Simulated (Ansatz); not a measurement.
The parent structure is BN in the zinc blende structure (space group F-43m, No. 216).

```
CELL_PARAMETERS angstrom
      0.00000     1.80486     1.80486
      1.80486     0.00000     1.80486
      1.80486     1.80486     0.00000
ATOMIC_POSITIONS crystal
  B  0.00000 0.00000 0.00000
  N  0.25000 0.25000 0.25000
```

Cartesian axes are those of the cell as printed.

Computed with Ansatz (a program for electronic structure) r2SCAN, no SOC.

Before the change:

Band gap: 5.00 eV
Valence-band top at Γ: 0.00, 0.00, 0.00 eV

Modification: tensile biaxial strain of 1.00 % in the plane normal to [001], as in epitaxy on a mismatched substrate; the out-of-plane cell vector and the atoms relax.

Task: What does the calculation give for the band gap after the change?

Result: The band gap decreases by 0.278 eV (5.00 eV → 4.73 eV).

Task: How does this affect the out-of-plane strain?

Result: The out-of-plane strain is -0.43 %.

Task: Predict the new valence-band top at Γ.

Result: The valence-band top at Γ (three highest levels, from the VBM) goes from 0.00, 0.00, 0.00 eV to 0.00, -0.14, -0.14 eV.

Whether these cells are dynamically stable was not tested.
